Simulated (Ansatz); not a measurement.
A user runs Ansatz (a program for electronic structure) on Bi4PPd15 (R-3m, 20 atoms in the cell) and asks whether the run is sound. The aim is a self-consistent single point with DFT, LDA (PW92), plane waves, default PAW files made with PBE.

Cell that was meant: a = 19.1118 Å, b = 19.1118 Å, c = 19.1118 Å, α = 13.82°, β = 13.82°, γ = 13.82°.

Part of the input:

Ansatz 0.2 input:
```yaml
basis:
  ecutwfc: 30.9 Ry
kpoints:
  mp_grid: { grid: [1, 1, 1] }
hamiltonian:
  xc: lda
  pseudopotentials: { kind: paw }
```

Log, with long lists cut:

```
WARN ansatz: RAYON_NUM_THREADS=1 ignored (pool sized by the plan → 1); use --threads N
   [... lines left out ...]
PAW frozen core: Pd, regenerated for the run's functional, and the local potential with it
Initial density: superposition of atomic densities (neutral atoms: chi_scale 0, normalization atom), corrected by the library's trained network
Initial wavefunctions: pseudopotential atomic-orbital guess
Eigensolver: davidson
Functional: x = slater, c = lda
SCF iter   1: F=—  HF=-151728.445643 eV  |F-HF|=—  |Δ(HF+E_count)|=         —  Δρ=3.46e-2  dr2=9.72e0  ethr=1.77e-3  ⟨swp⟩=5.0  Hψ=799  notcnv=0  defer=3
all-band conjugate gradients solve this SCF's bands
preconditioner: auto → Resta (q_TF=auto, 2.713 Å⁻¹)
SCF iter   2: F=—  HF=-151727.702046 eV  |F-HF|=—  |Δ(HF+E_count)|=   7.44e-1  Δρ=2.12e-2  dr2=1.48e0  ethr=1.77e-3  ⟨swp⟩=2.0  Hψ=239  notcnv=0  defer=22
   [... lines left out ...]
SCF iter  10: F=—  HF=-151727.377363 eV  |F-HF|=—  |Δ(HF+E_count)|=   5.96e-6  Δρ=1.34e-5  dr2=3.22e-6  ethr=5.83e-8  ⟨swp⟩=1.0  Hψ=180  notcnv=0  defer=21
SCF iter  11: F=—  HF=-151727.377395 eV  |F-HF|=—  |Δ(HF+E_count)|=   3.23e-5  Δρ=1.05e-6  dr2=5.28e-9  ethr=2.99e-11  ⟨swp⟩=10.0  Hψ=1052  notcnv=0
SCF iter  12: F=-151727.377395 eV  HF=-151727.377395 eV  |F-HF|=2.65e-9  |Δ(HF+E_count)|=   1.11e-9  Δρ=4.43e-7  dr2=2.83e-9  ethr=1.58e-12  ⟨swp⟩=2.0  Hψ=422  notcnv=0
SCF 1 converged in 12 iterations: F = -151727.377395 eV  dr2 = 2.83e-9
Free energy (F): -151727.377395 eV
Internal energy: -151727.327041 eV  (E = F + TS)
E sigma→0 (E₀):  -151727.352218 eV
Entropy (-TS):   -0.050354 eV (-2.518 meV/atom)
Fermi energy:    19.082387 eV
--- Forces (eV/Å), atoms counted from 1 ---
  atom   1  Bi     0.00000000     0.00000000    -0.73939893
  atom   2  Bi     0.00000000    -0.00000000     0.73939893
  atom   3  Bi     0.00000000     0.00000000    -0.16546814
  atom   4  Bi    -0.00000000    -0.00000000     0.16546814
  atom   5  P      0.00000000    -0.00000000     0.00000000
  atom   6  Pd     0.00000000    -0.00000000     0.70181704
  atom   7  Pd     0.00000000     0.00000000    -0.70181704
   [... lines left out ...]
  atom  20  Pd     0.00000000    -0.00000000     0.00000000
--- Stress (GPa, compression-positive) ---
        3.774807       0.000000       0.000000
       -0.000000       3.774807      -0.000000
       -0.000000      -0.000000       1.389819
  P = ⅓ Tr σ = 2.9798 GPa (29.798 kbar)
  The stress holds the Pulay correction. Without it, at fixed plane waves, as pw.x and ABINIT print it: P = 2.9380 GPa
```

Is anything amiss in this input, and did it matter?

The run is not sound. The fault is a single k-point for a small metallic cell. One k-point cannot sample the Fermi surface of a small cell. To fix it, use a converged k-point mesh. The run converged in 12 iterations without an error; against the sound input the free energy rises by 699 meV/atom, the pressure goes from -11.36 to 2.98 GPa and the largest force goes from 0.375 to 1.457 eV/Å.

The sound input it was made from differs as follows (other fixes are possible):
```diff
-  mp_grid: { grid: [1, 1, 1] }
+  mp_grid: { grid: [5, 5, 5] }
```

With that input, the run converged in 8 iterations: free energy E − TS (on the zero of these files) -151741.3521 eV; Fermi level (on the code's own zero) 17.04 eV; pressure -11.36 GPa; largest force (vector length) 0.375 eV/Å (DFT, LDA (PW92), plane waves, default PAW files made with PBE).

On the sound input: the starting cell comes from a database of computed structures (which also holds hypothetical and non-ambient phases and stackings), without a prior relaxation at this level. Spin polarisation is off; with an odd number of electrons in the cell that forces a metal, and a magnetic state may lie lower. With a pressure of about -11 GPa the cell is away from its equilibrium volume at this level. Ansatz's pressure includes its estimate of the finite-basis (Pulay) stress.
